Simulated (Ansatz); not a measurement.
Base system: CdO in the rock salt structure (space group Fm-3m, No. 225; a = 4.691 Å).

Calculations: PBEsol/PAW in Ansatz (a first-principles code), spin-orbit coupling left out, earlier PAW set.

Before the change:

| Item | Result |
|---|---|
| Pressure | 0.0 GPa |
| Band gap | zero |

The change: an isotropic linear strain of −2.66 %, atoms relaxed at fixed cell.

Problem. What happens to the pressure and band gap?

Solution. The pressure goes from zero to 14.2 GPa; the band gap is still zero.

The mesh was chosen for an insulator and is coarse for the gapless case. Stability against distortions was not tested. All final runs are without spin polarisation. The zero or small gap of CdO can change with the level of theory.
